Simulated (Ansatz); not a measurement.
## Predicting a run: zincblende ZnSe (F-43m), hydrostatic pressure (both signs)

Cell and atoms relaxed with PBEsol to each stress σ (compression positive); gaps by PBEsol with spin-orbit coupling, rigid bands (plane waves, PAW; Ansatz, a program for electronic structure). Unloaded cell: a = b = c = 3.983 Å, α = β = γ = 60.00°.

```csv
σ (GPa),ln(V/V₀) (%),gap (eV)
0,0,1.114
-2.00,3.32,0.986
5.00,-6.59,1.381
10.00,-11.73,1.598
```

### Question
Fit E_g = 1.114 eV + aσ + bσ² and ε = cσ + dσ² to the loaded rows by least squares.

### Answer
a = 0.0599 eV/GPa, b = -0.00116 eV/GPa²; c = -1.52 %/GPa, d = 0.0351 %/GPa².

### Question
One run was withheld, at σ = 2.00 GPa. Predict its gap and its ln(V/V₀), then set them beside the run.

### Answer
E_g = 1.114 + (0.0599)(2.00) + (-0.00116)(2.00)² = 1.229 eV and ε = (-1.52)(2.00) + (0.0351)(2.00)² = -2.90 %. The run gave 1.228 eV and -2.86 %, misses of 0.001 eV and 0.04 percentage points.

Gaps are resolved to about 0.01 eV; third decimals are kept for the arithmetic. Every relaxation keeps the zincblende phase (space group F-43m under this load), so a transition, a distortion that breaks the symmetry or fracture can't show.
